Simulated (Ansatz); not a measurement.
## A short convergence ladder for NaMgF3 (P4mm, 5 atoms in the cell)

```
CELL_PARAMETERS angstrom
      3.96269     0.00000     0.00000
      0.00000     3.96269     0.00000
      0.00000     0.00000     3.96269
ATOMIC_POSITIONS crystal
  Na 0.00000 0.00000 0.01262
  Mg 0.50000 0.50000 0.50000
  F  0.50000 0.50000 0.00000
  F  0.00000 0.50000 0.50000
  F  0.50000 0.00000 0.50000
```

Base method: PBEsol, default PAW files made with PBE (plane waves; Ansatz, a first-principles code).

Base settings: basis.ecutwfc = 420 eV; kpoints.mp_grid.grid = 6 6 6; hamiltonian.xc = pbesol; hamiltonian.pseudopotentials = {kind: paw} (the program's default PAW files); scf.occupations.method = fermi_dirac; scf.occupations.width = 0.01 eV.

**The width of Fermi-Dirac smearing**

The mesh stays at the base's, so the ladder's end is converged at best in this setting alone.

Only quantities that move along the ladder and can be compared are tabulated.

| scf.occupations.width | free energy less the last step's (meV/atom) | pressure (GPa) | gap on the mesh (eV) |
|---|---|---|---|
| 1 eV | -26.00 | -1.79 | 5.849 |
| 0.5 eV | -0.28 | -2.82 | 5.805 |
| 0.2 eV | 0.00 | -2.84 | 5.804 |
| 0.1 eV | 0.00 | -2.84 | 5.804 |
| 0.02 eV | 0.00 | -2.84 | 5.804 |

Widest scf.occupations.width that holds the free energy within 0.5 meV/atom of the last step, with all finer ones: 0.5 eV; the step before is off by 26 meV/atom.

Widest scf.occupations.width that holds the gap on the mesh within 0.01 eV of the last step, with all finer ones: 0.5 eV; the step before is off by 0.046 eV.

Widest scf.occupations.width that holds the pressure within 0.2 GPa of the last step, with all finer ones: 0.5 eV; the step before is off by 1.1 GPa.

On the base run: the starting cell comes from a database of computed structures (which also holds hypothetical and non-ambient phases and stackings), without a prior relaxation at this level. Its lattice was rescaled by up to half a per cent. One atom was moved a little off its site on purpose. Ansatz's pressure includes its estimate of the finite-basis (Pulay) stress.

Keys are those of Ansatz 0.2.
